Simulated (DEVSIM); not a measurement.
System: Pd/La2O3/p-InP capacitor, at 300 K.

```csv
layer (left to right),material,thickness (nm),Na (cm⁻³)
1,La2O3,26.0,-
2,InP,2200,4.2e15
```

Metal gate on the left, work function 5.2 eV. Fixed charge at the semiconductor interface 0 cm⁻² (in units of +e); no interface traps.

This is a model device: material constants are rounded textbook-type values typed into the input, and sizes, dopings and lifetimes were drawn at random. Values at 300 K.

```tsv
parameter	La2O3	InP
gap (eV)	5.8	1.344
affinity (eV)	1.8	4.38
permittivity	27	12.5
Nc (cm⁻³)	-	5.7e17
Nv (cm⁻³)	-	1.1e19
```

Model (solved in DEVSIM): 1D Poisson equation in equilibrium, Boltzmann statistics, complete ionisation; no quantum confinement or tunnelling. Metal contacts follow the ideal Schottky-Mott rule: no Fermi-level pinning, no interface dipoles.

Question: Tabulate band edges, carrier densities and field at 0.4 V on the gate.

Answer: Energies count from the Fermi level of the right contact; mesh points crowd at the junctions.

| x (μm) | Ec (eV) | Ev (eV) | n (cm⁻³) | p (cm⁻³) | field (V/cm) |
|---|---|---|---|---|---|
| 0.000 | 3.000 | -2.800 | < 1e2 | < 1e2 | 13000 |
| 0.001484 | 3.002 | -2.798 | < 1e2 | < 1e2 | 13000 |
| 0.004508 | 3.006 | -2.794 | < 1e2 | < 1e2 | 13000 |
| 0.01123 | 3.015 | -2.785 | < 1e2 | < 1e2 | 13000 |
| 0.02107 | 3.028 | -2.772 | < 1e2 | < 1e2 | 13000 |
| 0.02440 | 3.032 | -2.768 | < 1e2 | < 1e2 | 13000 |
| 0.02591 | 3.034 | -2.766 | < 1e2 | < 1e2 | 13000 |
| 0.02805 | 0.460 | -0.884 | 1.1e10 | 15000 | 28000 |
| 0.03232 | 0.472 | -0.872 | 6.7e9 | 25000 | 28000 |
| 0.04170 | 0.498 | -0.846 | 2.5e9 | 67000 | 27000 |
| 0.06415 | 0.558 | -0.786 | 2.4e8 | 680000 | 26000 |
| 0.1410 | 0.740 | -0.604 | 210000 | 7.8e8 | 21000 |
| 0.2958 | 0.997 | -0.347 | < 1e2 | 1.7e13 | 12000 |
| 0.6355 | 1.139 | -0.205 | < 1e2 | 3.9e15 | 290 |
| 1.565 | 1.141 | -0.203 | < 1e2 | 4.2e15 | ≈ 0 |
| 1.943 | 1.141 | -0.203 | < 1e2 | 4.2e15 | ≈ 0 |
| 2.101 | 1.141 | -0.203 | < 1e2 | 4.2e15 | ≈ 0 |
| 2.173 | 1.141 | -0.203 | < 1e2 | 4.2e15 | ≈ 0 |
| 2.209 | 1.141 | -0.203 | < 1e2 | 4.2e15 | ≈ 0 |
| 2.219 | 1.141 | -0.203 | < 1e2 | 4.2e15 | ≈ 0 |
| 2.224 | 1.141 | -0.203 | < 1e2 | 4.2e15 | ≈ 0 |
| 2.226 | 1.141 | -0.203 | < 1e2 | 4.2e15 | ≈ 0 |
